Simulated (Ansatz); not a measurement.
Some atoms of an NVE trajectory of Al (fcc), cell Al32, with the crystal as the starting point, held near 2 GPa [in the run: it stayed crystalline; mean temperature 299 K (target 300 K); density 2.81 g/cm³, volume -4 % from the start crystal's]; time step 2.0 fs, velocity Verlet. Level of theory: r2SCAN (plane waves, PAW; Ansatz, a first-principles code). On the run's last frame a denser k-mesh moved the forces by 0.083 eV/Å rms, the static pressure by -0.46 GPa and the free energy by -58 meV/atom, which is about how far such values are converged.

| atom | mass (u) | x y z (Å) | v (Å/fs) | F (eV/Å) |
|---|---|---|---|---|
| Al1 | 26.982 | 0.04765 -0.33726 0.29324 | -0.006023 0.002292 0.003671 | 0.3670 0.2930 -0.0500 |
| Al4 | 26.982 | 2.12154 1.84052 0.19762 | -0.000681 -0.004111 -0.005129 | 0.1693 -0.9074 0.1724 |
| Al8 | 26.982 | 2.26118 1.75427 4.30752 | 0.003268 0.006712 -0.005963 | -0.6010 -0.2134 -0.0296 |
| Al10 | 26.982 | 0.08058 5.62019 2.27949 | -0.001657 -0.001526 -0.000620 | 0.4720 0.3437 -0.3230 |
| Al13 | 26.982 | 0.20306 3.78236 4.25439 | -0.005978 0.000512 0.000413 | -0.1742 -0.4533 0.1306 |
| Al27 | 26.982 | 6.09125 3.70778 2.17672 | -0.001065 -0.002781 -0.000814 | 0.2361 0.0328 0.4405 |
| Al29 | 26.982 | 4.16816 3.70724 4.37841 | -0.001860 -0.000183 -0.001494 | -0.0031 -0.0451 -0.4073 |
| Al30 | 26.982 | 4.25209 5.76513 6.11021 | -0.003076 0.001203 0.002465 | -0.3814 0.2898 0.6009 |

Task: Give their positions one step later.

Result: x' = x + vΔt + FΔt²/(2m), with 1 eV/(Å·u) = 0.0096485 Å/fs².
| atom | x' y' z' (Å) |
|---|---|
| Al1 | 0.03587 -0.33247 0.30055 |
| Al4 | 2.12030 1.83164 0.18748 |
| Al8 | 2.26729 1.76754 4.29558 |
| Al10 | 0.07761 5.61738 2.27802 |
| Al13 | 0.19098 3.78306 4.25531 |
| Al27 | 6.08928 3.70225 2.17540 |
| Al29 | 4.16443 3.70684 4.37513 |
| Al30 | 4.24567 5.76774 6.11557 |
